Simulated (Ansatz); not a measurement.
## Several settings converged on ZrNi (Cm, 4 atoms in the cell)

```
CELL_PARAMETERS angstrom
      1.63941    -5.04623     0.00000
      1.63941     5.04623     0.00000
      0.00000     0.00000     4.05742
ATOMIC_POSITIONS crystal
  Zr 0.63783 0.36217 0.26232
  Zr 0.36217 0.63783 0.75000
  Ni 0.91683 0.08317 0.25000
  Ni 0.08317 0.91683 0.75000
```

Base method: PBEsol, default PAW files made with PBE (plane waves; Ansatz, a program for electronic structure).

Base settings: basis.ecutwfc = 420 eV; kpoints.mp_grid.grid = 9 9 7; hamiltonian.xc = pbesol; hamiltonian.pseudopotentials = {kind: paw} (the program's default PAW files); scf.occupations.method = fermi_dirac; scf.occupations.width = 0.1 eV.

The count of work is k-points × plane waves × bands × iterations; it is no time. Core times come from one kind of shared machine, to one figure; runs under 30 s give none.

**The k-point mesh**

Only quantities that move along the ladder and can be compared are tabulated.

| kpoints.mp_grid.grid | free energy less the last step's (meV/atom) | pressure (GPa) | largest difference of a force vector from the last step's (eV/Å) | count of work / last | core time / last (rough) |
|---|---|---|---|---|---|
| 2 2 2 | 99.84 | -4.76 | 0.529 | 0.015 | – |
| 3 3 3 | 13.23 | -4.85 | 0.249 | 0.025 | – |
| 5 5 4 | -1.57 | -5.18 | 0.013 | 0.083 | – |
| 6 6 5 | -1.12 | -5.22 | 0.015 | 0.14 | – |
| 7 7 6 | 0.72 | -5.25 | 0.013 | 0.22 | – |
| 9 9 7 | -0.03 | -5.22 | 0.003 | 0.40 | 0.5 |
| 10 10 8 | -0.13 | -5.22 | 0.005 | 0.57 | 0.4 |
| 12 12 10 | 0.00 | -5.21 | 0.000 | 1.0 | 1 |

Coarsest kpoints.mp_grid.grid that holds the free energy within 0.5 meV/atom of the last step, with all finer ones: 9 9 7, at 0.40 of the last step's count of work; the step before is off by 0.72 meV/atom.

Coarsest kpoints.mp_grid.grid that holds the pressure within 0.1 GPa of the last step, with all finer ones: 5 5 4, at 0.083 of the last step's count of work; the step before is off by 0.36 GPa.

Coarsest kpoints.mp_grid.grid that holds the forces within 0.01 eV/Å of the last step, with all finer ones: 9 9 7, at 0.40 of the last step's count of work; the step before is off by 0.013 eV/Å.

**The k-point mesh at a smearing width of 0.02 eV**

In this ladder: scf.occupations.width = 0.02 eV.

Only quantities that move along the ladder and can be compared are tabulated.

| kpoints.mp_grid.grid | free energy less the last step's (meV/atom) | pressure (GPa) | largest difference of a force vector from the last step's (eV/Å) | count of work / last |
|---|---|---|---|---|
| 4 4 3 | -14.99 | -5.37 | 0.025 | 0.017 |
| 5 5 4 | -1.54 | -5.20 | 0.069 | 0.033 |
| 7 7 5 | 0.71 | -5.36 | 0.009 | 0.072 |
| 10 10 7 | 0.11 | -5.35 | 0.008 | 0.20 |
| 14 14 11 | -0.14 | -5.30 | 0.013 | 0.58 |
| 17 17 13 | 0.00 | -5.30 | 0.000 | 1.0 |

Coarsest kpoints.mp_grid.grid that holds the free energy within 5 meV/atom of the last step, with all finer ones: 5 5 4, at 0.033 of the last step's count of work; the step before is off by 15 meV/atom.

Coarsest kpoints.mp_grid.grid that holds the forces within 0.02 eV/Å: not settled: the last two steps still differ by 0.013 eV/Å, over half the tolerance, so the ladder does not show it.

**The k-point mesh at a smearing width of 0.3 eV**

In this ladder: scf.occupations.width = 0.3 eV.

Only quantities that move along the ladder and can be compared are tabulated.

| kpoints.mp_grid.grid | free energy less the last step's (meV/atom) | largest difference of a force vector from the last step's (eV/Å) | count of work / last | core time / last (rough) |
|---|---|---|---|---|
| 4 4 3 | -6.86 | 0.013 | 0.017 | – |
| 7 7 5 | 0.29 | 0.001 | 0.072 | – |
| 10 10 7 | -0.04 | 0.000 | 0.20 | 0.2 |
| 14 14 11 | 0.00 | 0.000 | 0.58 | 0.5 |
| 17 17 13 | 0.00 | 0.000 | 1.0 | 1 |

Coarsest kpoints.mp_grid.grid that holds the forces within 0.005 eV/Å of the last step, with all finer ones: 7 7 5, at 0.072 of the last step's count of work; the step before is off by 0.013 eV/Å.

Coarsest kpoints.mp_grid.grid that holds the free energy within 1 meV/atom of the last step, with all finer ones: 7 7 5, at 0.072 of the last step's count of work; the step before is off by 6.9 meV/atom.

On the base run: the starting cell comes from a database of computed structures (which also holds hypothetical and non-ambient phases and stackings), without a prior relaxation at this level. Its lattice was rescaled by up to half a per cent. One atom was moved a little off its site on purpose. Spin polarisation is off. In the base run, with a pressure of about -5 GPa the cell is away from its equilibrium volume at this level. Ansatz's pressure includes its estimate of the finite-basis (Pulay) stress.

Keys are those of Ansatz 0.2.
